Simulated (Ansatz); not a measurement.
GaN (model structure, started from the GeS type, Fm-3m, No. 225, 8 atoms in the cell; like a known high-pressure phase), treated with r²SCAN in Ansatz (PAW).

Settings: plane-wave cutoff 560 eV, 8×18×18 k mesh (along the axes of the cell as run), Fermi–Dirac smearing 0.05 eV, scalar-relativistic PAW data made under PBE.

Cell (relaxed with PBEsol):

GaN has the cubic space group Fm-3m (No. 225), the rock salt structure, Pearson symbol cF8. Cell: a = b = c = 4.2194 Å, α = β = γ = 90.00°. Ga on 4a is coordinated by 6 N at 2.110 Å (octahedral). N on 4b is coordinated by 6 Ga at 2.110 Å (octahedral). (Neighbours: up to the widest gap in distance over summed covalent radii, below 1.35, at either atom; cation-cation and far metal-metal contacts left out.)

Q: Estimate the band gap that the calculation returns.

A: 
- band gap: 1.15 eV (on the SCF k mesh)

Note: cell and atoms aren't relaxed at this level (pressure -0.4 GPa).

Spin–orbit coupling is not included.

Cost on a shared machine: around 2.1 core-minutes (rough).

A model structure was made by putting elements into a prototype or built by hand; it is no filed structure, need not be a known phase, and can be a saddle point held by its symmetry.

Ansatz is a quantum-chemistry and plane-wave program.
